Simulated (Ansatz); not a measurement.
## CdSe under a change: 1 layer

Base system: CdSe in the wurtzite structure (space group P6_3mc, No. 186; a = 4.302 Å, c = 7.021 Å). Axes: x lies along a and z along c of the hexagonal cell.

It is then changed as follows: a free-standing slab of 1 layer (4 atoms, 4 a layer) is cut normal to the y axis, with 15 Å of vacuum and the in-plane cell held at bulk.

The values are results of PBEsol/PAW in Ansatz (a first-principles code), scalar-relativistic without spin-orbit coupling, not measurements. Settings: 8×5×1 k-points, 0.05 eV Fermi–Dirac smearing, for the changed cell.

The layer's space group (with vacuum) comes out as Pmn2_1 (No. 31) and the band gap goes up by 1.19 eV to 1.73 eV. The gap character comes out as direct at Γ and the valence-band top at Γ (three highest levels, from the VBM) goes from 0.00, 0.00, -0.05 eV to 0.00, -0.66, -1.22 eV. The thickness between the outermost nuclei amounts to 1.89 Å.

Stability against distortions was not tested. k-point labels follow each cell's own Brillouin zone.
